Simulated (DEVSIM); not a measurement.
# isotype n-n heterojunction GaP/Si

Structure: isotype n-n heterojunction GaP/Si, at 300 K.

```
layer (left to right)  material  thickness (μm)  Nd (cm⁻³)  τn (s)  τp (s)
---------------------  --------  --------------  ---------  ------  ------
1                           GaP           0.870     5.5e15  2.7e-6  2.7e-6
2                            Si           0.330     4.6e15  2.7e-6  2.7e-6
```

Left contact: ohmic. Right contact: ohmic. Voltage is applied to the left contact. Recombination: SRH at mid-gap. Mobility is constant in doping.

The device is made up for the run: typed textbook-type constants, with dimensions and the other settings drawn at random. Values at 300 K.

```
parameter         GaP       Si
-------------  ------  -------
gap (eV)         2.26    1.124
affinity (eV)     3.8     4.05
permittivity     11.1     11.7
Nc (cm⁻³)      1.8e19  2.86e19
Nv (cm⁻³)      1.9e19   3.1e19
μn (cm²/Vs)       250     1417
μp (cm²/Vs)       150      470
```

Model (solved in DEVSIM): 1D drift-diffusion, Boltzmann statistics, complete ionisation; no tunnelling, impact ionisation, image-force lowering or self-heating. Band offsets follow the typed affinities; no thermionic-emission limit at abrupt steps, no polarisation charge.

- Potential step across the device at zero bias = 0.267 V

Dark forward current:

(V (V), J (A/cm²)): (0.05, 1.6); (0.10, 2.3); (0.20, 3.6); (0.25, 4.2); (0.35, 5.7); (0.40, 6.5); (0.50, 8.1); (0.55, 8.9); (0.65, 11); (0.70, 12); (0.75, 13); (0.85, 15); (0.90, 16); (1.00, 18); (1.05, 19); (1.15, 21); (1.20, 23); (1.30, 25); (1.35, 26); (1.40, 28); (1.50, 30); (1.55, 31); (1.65, 34); (1.70, 36); (1.80, 38); (1.85, 40); (1.95, 43); (2.00, 44)
